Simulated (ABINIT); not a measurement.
Input and output of a self-consistent single point for Tc₃Sn (Fm-3m, 4 atoms in the cell) (ABINIT).

Method: PBEsol, norm-conserving pseudopotentials (PseudoDojo nc-sr-04 PBEsol standard) (plane waves; ABINIT 10.0.3).

```
Tc3Sn
1.0
    0.00000     3.20741     3.20741
    3.20741     0.00000     3.20741
    3.20741     3.20741     0.00000
Tc Sn
3 1
Direct
  0.25000   0.25000   0.25000
  0.75000   0.75000   0.75000
  0.50000   0.50000   0.50000
  0.00000   0.00000   0.00000
```

Reference input (self-consistent single point, DFT, LDA (PW92), plane waves, norm-conserving pseudopotentials (PseudoDojo nc-sr-04 LDA standard)): pseudos = [Tc.upf, Sn.upf]; ecut = 1197 eV; occopt = 7; tsmear = 0.00183747 Ha; ngkpt = 9 9 9; nshiftk = 1; shiftk = 0 0 0; potentials = PseudoDojo nc-sr-04 LDA standard; nband = 39; kptopt = 1; nstep = 100; tolvrs = 1e-10. This run's input differs from it in these lines:

```diff
@@ -1,2 +1,2 @@
-# Tc3Sn, PseudoDojo nc-sr-04 LDA standard
+# Tc3Sn, PseudoDojo nc-sr-04 PBEsol standard
 pp_dirpath "./"
@@ -17,3 +17,3 @@
          0.0000000000    0.0000000000    0.0000000000
-ecut 1197 eV
+ecut 1143 eV
 occopt 7
```

Its files differ too (potentials: PseudoDojo nc-sr-04 LDA standard → PseudoDojo nc-sr-04 PBEsol standard).

Log, with long lists cut:

```
--- !BeginCycle
solver: {iscf: 7, nstep: 100, nline: 4, wfoptalg: 0, }
tolerances: {tolvrs: 1.00E-10, }
...

     iter   Etot(hartree)      deltaE(h)  residm     vres2
 ETOT  1  -332.68192393188    -3.327E+02 1.897E-01 2.417E+02
 ETOT  2  -332.12416315148     5.578E-01 3.088E-02 6.716E+03
 ETOT  3  -333.04833456499    -9.242E-01 8.421E-03 1.861E+02
 ETOT  4  -333.07678077556    -2.845E-02 7.651E-03 2.594E+00
 ETOT  5  -333.07724813516    -4.674E-04 1.230E-02 1.492E-01
   [... 2 lines left out ...]
 ETOT  8  -333.07727076810    -1.031E-08 2.069E-03 6.624E-07
 ETOT  9  -333.07727076820    -1.012E-10 7.322E-04 1.778E-08
 ETOT 10  -333.07727076820     2.501E-12 3.956E-04 1.945E-10
 ETOT 11  -333.07727076820     3.865E-12 2.957E-04 4.157E-12
 At SCF step   11       vres2   =  4.16E-12 < tolvrs=  1.00E-10 =>converged.

 Cartesian components of stress tensor (hartree/bohr^3)
  sigma(1 1)=  5.41309924E-04  sigma(3 2)=  0.00000000E+00
  sigma(2 2)=  5.41309924E-04  sigma(3 1)=  0.00000000E+00
  sigma(3 3)=  5.41309924E-04  sigma(2 1)=  0.00000000E+00

 ----iterations are completed or convergence reached----

 reduced coordinates (array xred) for    4 atoms
       0.250000000000      0.250000000000      0.250000000000
       0.750000000000      0.750000000000      0.750000000000
       0.500000000000      0.500000000000      0.500000000000
       0.000000000000      0.000000000000      0.000000000000
 cartesian forces (eV/Angstrom) at end:
    1     -0.00000000000000     0.00000000000000    -0.00000000000000
   [... lines left out ...]
 Fermi (or HOMO) energy (hartree) =   0.48268   Average Vxc (hartree)=  -0.49490
   [... lines left out ...]
total_energy        : -3.33077270768195E+02
total_energy_eV     : -9.06349346991452E+03
band_energy         : -2.24931688249833E+01
...

-Cartesian components of stress tensor (GPa)         [Pressure= -1.5926E+01 GPa]
- sigma(1 1)=  1.59258851E+01  sigma(3 2)=  0.00000000E+00
- sigma(2 2)=  1.59258851E+01  sigma(3 1)=  0.00000000E+00
- sigma(3 3)=  1.59258851E+01  sigma(2 1)=  0.00000000E+00

 Calculation completed.
```

The run converged in 11 iterations. Against the reference run the pressure goes from -19.88 to -15.93 GPa.

The starting cell comes from a database of computed structures (which also holds hypothetical and non-ambient phases and stackings), without a prior relaxation at this level. Its lattice was rescaled by a random factor within 2.5 % of one. Spin polarisation is off. With a pressure of about -16 GPa the cell is away from its equilibrium volume at this level.

Cost on one core of a shared machine: roughly 4 min.
